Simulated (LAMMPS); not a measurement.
MD of Al (fcc) at zero pressure over temperature, 256 atoms; each row names its start.

Computed with classical MD, pair style bop, file AlCu.bop.table; code LAMMPS.

| T (K), start | state | volume | enthalpy | first peak of g(r) | coordination number | D(Al) |
|---|---|---|---|---|---|---|
| 100, crystal | crystal; no diffusion seen in 15 ps | 16.6255 ± 0.0004 Å³/atom | -3.3350 ± 0.0001 eV/atom | 2.86 Å, height 12.3 | 12.0 (counted to 3.46 Å) | - |
| 200, crystal | crystal; no diffusion seen in 15 ps | 16.6493 ± 0.0002 Å³/atom | -3.3085 ± 0.0001 eV/atom | 2.86 Å, height 8.6 | 12.0 (counted to 3.46 Å) | - |
| 300, crystal | crystal; no diffusion seen in 15 ps | 16.6669 ± 0.0007 Å³/atom | -3.2822 ± 0.0005 eV/atom | 2.86 Å, height 7.2 | 12.0 (counted to 3.46 Å) | - |
| 420, crystal | crystal; no diffusion seen in 15 ps | 16.6879 ± 0.0004 Å³/atom | -3.2491 ± 0.0004 eV/atom | 2.86 Å, height 6.1 | 12.0 (counted to 3.46 Å) | - |
| 560, crystal | crystal; no diffusion seen in 15 ps | 16.7056 ± 0.0004 Å³/atom | -3.2114 ± 0.0008 eV/atom | 2.85 Å, height 5.1 | 12.0 (counted to 3.46 Å) | - |
| 700, crystal | crystal; no diffusion seen in 15 ps | 16.7181 ± 0.0006 Å³/atom | -3.1709 ± 0.0005 eV/atom | 2.86 Å, height 4.5 | 12.0 (counted to 3.50 Å) | - |
| 840, crystal | crystal; no diffusion seen in 15 ps | 16.735 ± 0.001 Å³/atom | -3.1293 ± 0.0008 eV/atom | 2.85 Å, height 4.0 | 12.1 (counted to 3.50 Å) | - |
| 980, crystal | crystal; no diffusion seen in 15 ps | 16.752 ± 0.002 Å³/atom | -3.081 ± 0.002 eV/atom | 2.86 Å, height 3.6 | 12.1 (counted to 3.54 Å) | - |
| 650, melt | slow or partial motion within 30 ps, no clear phase | 16.842 ± 0.005 Å³/atom | -3.116 ± 0.007 eV/atom | 2.76 Å, height 3.1 | 11.1 (counted to 3.46 Å) | - |
| 840, melt | liquid | 16.850 ± 0.003 Å³/atom | -3.038 ± 0.002 eV/atom | 2.78 Å, height 2.7 | 12.6 (counted to 3.66 Å) | (2.32 ± 0.05) × 10^-5 cm²/s |
| 930, melt | liquid | 16.865 ± 0.003 Å³/atom | -3.0035 ± 0.0009 eV/atom | 2.78 Å, height 2.6 | 13.1 (counted to 3.74 Å) | (3.2 ± 0.1) × 10^-5 cm²/s |
| 1030, melt | liquid | 16.891 ± 0.004 Å³/atom | -2.973 ± 0.001 eV/atom | 2.75 Å, height 2.5 | 14.0 (counted to 3.86 Å) | (3.9 ± 0.2) × 10^-5 cm²/s |
| 1170, melt | liquid | 16.945 ± 0.008 Å³/atom | -2.929 ± 0.002 eV/atom | 2.76 Å, height 2.3 | 13.0 (counted to 3.74 Å) | (6.0 ± 0.3) × 10^-5 cm²/s |
| 1310, melt | liquid | 16.991 ± 0.006 Å³/atom | -2.890 ± 0.001 eV/atom | 2.75 Å, height 2.3 | 12.3 (counted to 3.66 Å) | (8.9 ± 0.2) × 10^-5 cm²/s |
| 1490, melt | liquid | 17.089 ± 0.004 Å³/atom | -2.832 ± 0.001 eV/atom | 2.74 Å, height 2.2 | 11.9 (counted to 3.62 Å) | (9.1 ± 0.4) × 10^-5 cm²/s |

Measured linear expansion coefficient: 23.10 1e-6/K at 293 K (Kaye and Laby Online (NPL), 2.3.5 Thermal expansion).

Measured melting point: 933.5 K (Wikipedia, Melting points of the elements (data page)).

Caution (rows 700, crystal; 840, crystal; 980, crystal; 840, melt; 930, melt; 1030, melt; 1170, melt; 1310, melt; 1490, melt): a run this short can hold a crystal over, or a liquid under, the potential's own melting point, which these runs don't give.

Caution (row 980, crystal): this crystal lies over the measured melting point of 933 K, so it is superheated or the potential melts high.

Caution (rows 650, melt; 930, melt; 1170, melt): enthalpy drifts during the constant-pressure average: a transition or slow ageing; fluctuation values are void.

Caution (rows 840, melt; 930, melt): this liquid lies under the measured melting point of 933 K, so it is undercooled or the potential melts low.

From the crystal rows between 100 and 420 K, estimate the mean linear expansion coefficient and the heat capacity. The slope of ln V over three gives 3.9 × 10^-6 /K, and dH/dT = 3.1 kB/atom. Nuclei are classical here, so the heat capacity stays near 3 kB/atom, where a real crystal's falls off below its Debye temperature.

Fit an Arrhenius law to the diffusion of Al in the liquid. ln D against 1/T from 840 to 1490 K gives an activation energy of 0.25 eV and D0 = 0.00068 cm²/s.

States go by the mean squared displacement: a species diffuses where it passes 1.5 Å², still rises and gives D over 1e-6 cm²/s; a crystal has left its structure where atoms lie 0.35 Å off their sites on average or a cubic box changes its shape by 3 %, or the axial ratios of another lie 8 % off the starting cell's, which the potential's own relaxation can also do.

Errors of D are the spread over four groups of atoms in one short run; a floor of about 5 %, a picked value, is safer.

Errors shown are sampling errors alone.
